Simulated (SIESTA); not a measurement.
A self-consistent single point of Cd₂Hg (P1, 3 atoms in the cell) with SIESTA.

Computed with GGA PBEsol, numerical atomic orbitals DZP, PseudoDojo PBEsol standard norm-conserving potentials (rewritten from UPF to PSML) run with SIESTA.

The change in words: atoms moved at random. Reference geometry:
```
Cd2Hg
1.0
   -1.98552     1.98552     4.24067
    1.98552    -1.98552     4.24067
    1.98552     1.98552    -4.24067
Cd Hg
2 1
Direct
  0.33421   0.33421   0.00000
  0.66579   0.66579   0.00000
  0.00000   0.00000   0.00000
```

Reference input (self-consistent single point, DFT, GGA PBEsol, numerical atomic orbitals DZP, PseudoDojo PBEsol standard norm-conserving potentials (rewritten from UPF to PSML)): XC.functional = GGA; XC.authors = PBEsol; potentials = PseudoDojo PBEsol standard; PAO.BasisSize = DZP; PAO.EnergyShift = 0.005 Ry; MeshCutoff = 400 Ry; kgrid.MonkhorstPack = 10 10 10; OccupationFunction = MP; OccupationMPOrder = 0; ElectronicTemperature = 272 meV; MaxSCFIterations = 150; SCF.Mixer.Method = Pulay. This run's input differs from it in these lines:

```diff
@@ -18,5 +18,5 @@
 %block AtomicCoordinatesAndAtomicSpecies
-     0.000000000   -0.000000000    2.834546636  1
-    -0.000000000    0.000000000    5.646787364  1
-     0.000000000    0.000000000    0.000000000  2
+    -0.033684330    0.008861371    2.818334566  1
+     0.053456128    0.050430197    5.627293018  1
+    -0.019769813   -0.059289583    0.035702175  2
 %endblock AtomicCoordinatesAndAtomicSpecies
```

Output (repeated stretches shortened):

```
        iscf     Eharris(eV)        E_KS(eV)     FreeEng(eV)     dDmax    Ef(eV) dHmax(eV)
   scf:    1   -13993.849030   -14036.441853   -14036.476151  1.362752 -0.197767 36.551415
   scf:    2   -14076.717418   -14061.840841   -14061.881491  1.027386 -1.076068 10.562538
   scf:    3   -14065.410974   -14063.907422   -14063.949190  0.325092 -1.334114  3.692659
   scf:    4   -14064.347455   -14064.238696   -14064.280838  0.202932 -1.540755  0.554855
   scf:    5   -14064.218402   -14064.239804   -14064.281470  0.136475 -1.605952  0.645709
   [... 5 lines left out ...]
   scf:   11   -14064.249612   -14064.249612   -14064.291420  0.000016 -1.616709  0.000083
   scf:   12   -14064.249612   -14064.249612   -14064.291420  0.000014 -1.616715  0.000065
   scf:   13   -14064.249612   -14064.249612   -14064.291420  0.000013 -1.616705  0.000008
   scf:   14   -14064.249612   -14064.249612   -14064.291420  0.000001 -1.616705  0.000005
SCF Convergence by DM+H criterion
max |DM_out - DM_in|         :     0.0000005889
max |H_out - H_in|      (eV) :     0.0000050840
SCF cycle converged after 14 iterations

Using DM_out to compute the final energy and forces

siesta: E_KS(eV) =           -14064.2496

siesta: E_KS - E_eggbox =    -14064.2496

siesta: Atomic forces (eV/Ang):
     1    0.067719   -0.001877    0.139786
     2   -0.126647   -0.125878    0.237588
     3    0.055580    0.128666   -0.369099
   Tot   -0.003348    0.000911    0.008275
   Max    0.369099
   Res    0.172672    sqrt( Sum f_i^2 / 3N )
   Max    0.369099    constrained

Stress tensor Voigt[x,y,z,yz,xz,xy] (kbar):       53.95       54.12       14.82       -0.74       -1.32       -1.35
(Free)E + p*V (eV/cell)   -14066.0012
Target enthalpy (eV/cell)   -14064.2914

   [... lines left out ...]
siesta: FreeEng =    -14064.291420
siesta: Cell volume =         66.871683 Ang**3
siesta:         -40.96519023        -54.30417350  kBar
   [... lines left out ...]
   3 19.496   2.005   1.958  -0.809   2.001   2.002   2.001   0.160   0.234
              0.160   1.863   1.873   1.850   1.872   1.939   0.086   0.080

              0.090   0.080   0.049

mulliken: Qtot =       60.000

Mulliken Atomic Populations:
Atom #   charge [q] valence [e]  Species
     1    -0.248986   20.248986  Cd
     2    -0.255190   20.255190  Cd
     3     0.504176   19.495824  Hg
 Total     0.000000
```

The run converged in 14 iterations. Against the reference run the free energy goes up by 7.1 meV/atom, the pressure goes from -4.36 to -4.10 GPa and the largest force goes from 0.052 to 0.395 eV/Å.

The starting cell comes from a database of computed structures (which also holds hypothetical and non-ambient phases and stackings), without a prior relaxation at this level. Its lattice was rescaled by a random factor within 2.5 % of one. For this run, on top of that: atoms moved at random. Values carry the incompleteness of an atom-centred basis. With a pressure of about -4 GPa the cell is away from its equilibrium volume at this level.
